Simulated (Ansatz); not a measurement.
# A computed series for ZnCu: pressure series

The reference is ZnCu in the CsCl type structure (space group Pm-3m, No. 221; a = 2.9083 Å).

Cell and atoms are relaxed at each pressure.

Calculations: plane-wave PAW DFT at the PBEsol level (Ansatz, an electronic-structure program, 420 eV), without spin-orbit coupling.

Notes on the quantities. enthalpy: H = E + PV relative to the base's energy.

```tsv
case	lattice parameter a	enthalpy
base	290.8 pm	–
pressure −2 GPa	292.3 pm	-0.15 eV/atom
pressure −1 GPa	291.5 pm	-0.08 eV/atom
pressure 0.9 GPa	290.2 pm	+0.07 eV/atom
pressure 2.1 GPa	289.4 pm	+0.16 eV/atom
pressure 4.5 GPa	287.9 pm	+0.34 eV/atom
pressure 9 GPa	285.4 pm	+0.67 eV/atom
pressure 15 GPa	282.4 pm	+1.10 eV/atom
pressure 22.5 GPa	279.3 pm	+1.62 eV/atom
pressure 30 GPa	276.6 pm	+2.12 eV/atom
```

Load acts through the strain it causes; cell and atoms are relaxed under it. No phonon test of stability was made. No other phases were tried under pressure. All final runs are without spin polarisation.
